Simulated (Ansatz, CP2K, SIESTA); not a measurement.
## Code comparison for SrSi2Pd2 (P1, 5 atoms in the cell)

Self-consistent single point, at a second geometry (atoms moved at random). First geometry:

```
CELL_PARAMETERS angstrom
     -2.15218     2.15218     5.00017
      2.15218    -2.15218     5.00017
      2.15218     2.15218    -5.00017
ATOMIC_POSITIONS crystal
  Sr 0.00000 0.00000 0.00000
  Si 0.37361 0.37361 0.00000
  Si 0.62639 0.62639 0.00000
  Pd 0.25000 0.75000 0.50000
  Pd 0.75000 0.25000 0.50000
```

Second geometry:
```yaml
crystal:
  lattice:
    - [-2.15218, 2.15218, 5.00017]
    - [2.15218, -2.15218, 5.00017]
    - [2.15218, 2.15218, -5.00017]
  atoms:
    - { symbol: Sr, position: [0.00411, 0.99477, 0.99971] }
    - { symbol: Si, position: [0.39167, 0.38944, 0.02462] }
    - { symbol: Si, position: [0.61844, 0.62288, 0.99347] }
    - { symbol: Pd, position: [0.24394, 0.74359, 0.49902] }
    - { symbol: Pd, position: [0.74184, 0.24933, 0.48317] }
```

Shared settings, as Ansatz (a program for electronic structure) writes them: kpoints.mp_grid.grid = 9 9 9; scf.occupations.method = gaussian; scf.occupations.width = 0.0147 Ry. Potentials and cutoffs stand in the table.

```csv
code,model,ΔF from the first geometry (meV/atom),pressure (GPa),largest force (eV/Å),cutoff
SIESTA,"LDA PW92, numerical atomic orbitals DZP, PseudoDojo LDA standard norm-conserving potentials (rewritten from UPF to PSML)",20.6,-0.63,1.060,grid 350 Ry
Ansatz,"LDA (PW92), PAW files made with PBE",17.1,-5.85,0.891,default
CP2K,"LDA (Pade form), GPW, DZVP-MOLOPT-SR-GTH basis, GTH-PADE potentials (GTH_POTENTIALS)",17.7,-7.72,0.914,grid 500 Ry
```

Size of the force on each atom (eV/Å): Sizes of forces hide their directions.

| code | Sr1 | Si2 | Si3 | Pd4 | Pd5 |
|---|---|---|---|---|---|
| SIESTA | 0.241 | 1.060 | 0.646 | 0.391 | 0.634 |
| Ansatz | 0.166 | 0.891 | 0.535 | 0.327 | 0.520 |
| CP2K | 0.172 | 0.914 | 0.607 | 0.300 | 0.485 |

On Ansatz's run: spin polarisation is off.

The spread over the programs that give each value: ΔF from the first geometry within 3.5 meV/atom; pressure within 7.09 GPa; largest force within 0.169 eV/Å.

SIESTA and CP2K use small atom-centred bases, whose incompleteness enters pressures, forces and empty levels differently from a plane-wave cutoff. Ansatz's pressure is given at a fixed set of plane waves, as the other plane-wave codes print theirs.

The starting cell comes from a database of computed structures (which also holds hypothetical and non-ambient phases and stackings), without a prior relaxation at this level. For this run, on top of that: atoms moved at random.

Keys are those of Ansatz 0.2.
